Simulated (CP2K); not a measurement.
CP2K run on Sn (Fd-3m, 2 atoms in the cell): self-consistent single point.

Computed with LDA (Pade form), GPW, DZVP-MOLOPT-SR-GTH basis, GTH-PADE potentials (GTH_POTENTIALS) (CP2K).

```xyz
2
Lattice="4.7479 0.0000 0.0000 2.3739 4.1118 0.0000 2.3739 1.3706 3.8766" Properties=species:S:1:pos:R:3 pbc="T T T"
Sn     0.0000     0.0000     0.0000
Sn     2.3739     1.3706     0.9692
```

Reference input (self-consistent single point, DFT LDA (Pade form), GPW, DZVP-MOLOPT-SR-GTH basis, GTH-PADE potentials (GTH_POTENTIALS)): CUTOFF = 400 Ry; REL_CUTOFF = 50 Ry; SMEAR/METHOD = GAUSSIAN; SIGMA = 0.272 eV; KPOINTS/SCHEME = MONKHORST-PACK 9 9 9; XC_FUNCTIONAL = PADE; Sn/BASIS_SET = DZVP-MOLOPT-SR-GTH-q4; Sn/POTENTIAL = GTH-PADE-q4; METHOD = GPW; EPS_DEFAULT = 1e-10; NGRIDS = 4; SCF_GUESS = ATOMIC. This run's input differs from it in these lines:

```diff
@@ -39,3 +39,4 @@
     &KPOINTS
-      SCHEME MONKHORST-PACK 9 9 9
+      SCHEME MONKHORST-PACK 6 6 6
+      GAMMA_CENTERED T
     &END KPOINTS
```

Log, with long lists cut:

```
 SCF WAVEFUNCTION OPTIMIZATION

  Step     Update method      Time    Convergence         Total energy    Change
     1 NoMix/Diag. 0.20E+00      -     0.40150366        -7.1321377782 -7.13E+00
     2 Broy./Diag. 0.20E+00      -     0.00104241        -7.1652407613 -3.31E-02
     3 Broy./Diag. 0.20E+00      -     0.00475594        -7.1178984371  4.73E-02
     4 Broy./Diag. 0.20E+00      -     0.00002974        -7.1288762118 -1.10E-02
     5 Broy./Diag. 0.20E+00      -     0.00011900        -7.1272481040  1.63E-03
     6 Broy./Diag. 0.20E+00      -     0.00000971        -7.1272078384  4.03E-05
     7 Broy./Diag. 0.20E+00      -     0.00003107        -7.1274414798 -2.34E-04
     8 Broy./Diag. 0.20E+00      -     0.00000030        -7.1274789295 -3.74E-05
     9 Broy./Diag. 0.20E+00      -     0.00000105        -7.1274909492 -1.20E-05
    10 Broy./Diag. 0.20E+00      -     5.7275E-09        -7.1274919017 -9.52E-07
  *** SCF run converged in    10 steps ***

  Overlap energy of the core charge distribution:               0.00000000157075
  Self energy of the core charge distribution:                -14.92071625911422
  Core Hamiltonian energy:                                      2.98061132205909
  Hartree energy:                                               6.83354558876646
  Exchange-correlation energy:                                 -2.02025707412698
  Smearing free energy correction:                             -0.00067548085786
  Fermi energy:                                                 0.07214831800881

  Total energy:                                                -7.12749190170898
  Total energy (extrapolated to sigma->0):                     -7.12715416128005

   [... lines left out ...]

 STRESS| Analytical stress tensor [bar]
 STRESS|                        x                   y                   z
 STRESS|      x       -4.36019564627E+04   2.01452224691E-03   1.42447980978E-03
 STRESS|      y        2.01452224691E-03  -4.36019149048E+04  -1.64995976383E-02
 STRESS|      z        1.42447980978E-03  -1.64995976383E-02  -4.36018693572E+04
 STRESS| 1/3 Trace                                            -4.36019135749E+04
```

The run converged in 10 iterations. Against the reference run the free energy rises by 12.8 meV/atom and the pressure moves little (-4.46 to -4.36 GPa).

The starting cell comes from a database of computed structures (which also holds hypothetical and non-ambient phases and stackings), without a prior relaxation at this level. Its lattice was rescaled by a random factor within 2.5 % of one. Values carry the incompleteness of an atom-centred basis.

Cost on one core of a shared machine: roughly 40 s.
